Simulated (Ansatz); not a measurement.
Base system: CuAu (space group P4/mmm, No. 123; a = 2.813 Å, c = 3.593 Å; relaxed with 0.1 eV smearing). Axes: x, y, z lie along a, b, c of the conventional cell.

Level of theory: DFT with PBEsol, PAW potentials and a 420 eV plane-wave cutoff in Ansatz (a quantum-chemistry and plane-wave program), scalar-relativistic without spin-orbit coupling.

One thing is altered: uniaxial strain ε_zz = −2.50 %, all other strain components held at zero; the atoms relax in the strained cell.

Problem. Predict the stress tensor and what it implies for the stiffness.

Solution. Stress of the strained cell less that of the base (GPa, compression positive):
```
    4.4     0.0     0.0
    0.0     4.4     0.0
    0.0     0.0     4.9
```

Then −Δσ_ii/ε with ε = -0.0250 gives secant stiffness values (nonlinear terms included at this strain): C33 ≈ 194 GPa, C13 ≈ 176 GPa and C23 ≈ 176 GPa.

As a check, the harmonic strain energy −½ V₀ Δσ:ε is 5.4 meV/atom; the computed energy rise is 5.3 meV/atom.

No phonon test of stability was made. The final runs are not spin-polarised.
